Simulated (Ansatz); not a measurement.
# TlSnI3, pressure series

Consider TlSnI₃ (space group Cmcm, No. 63; a = 4.515 Å, b = 14.675 Å, c = 11.604 Å; a cell from a computed database, its experimental status unchecked).

Cell and atoms are relaxed at each pressure.

Calculations: PBEsol (Ansatz, a program for electronic structure; PAW; 420 eV plane waves; without spin-orbit coupling), earlier PAW set.

```tsv
pressure (GPa)	volume per atom (Å³/atom)
0	38.442
0.3	?
0.7	37.281
1.5	36.187
3	34.530
5	32.747
```

**Question.** Fit the third-order Birch–Murnaghan form P(V) = (3B₀/2)[(V₀/V)^(7/3) − (V₀/V)^(5/3)]·[1 + (3/4)(B₀′ − 4)((V₀/V)^(2/3) − 1)] (squares taken in P) to the rows shown and predict the withheld row.

**Answer.** Least squares on the printed values gives V₀ = 38.422 Å³/atom, B₀ = 22.2 GPa, B₀′ = 4.3; this predicts 37.920 Å³/atom, and the run gives 37.920 Å³/atom, in agreement.

Load acts through the strain it causes; cell and atoms are relaxed under it. Stability against distortions was not tested. No other phases were tried under pressure.
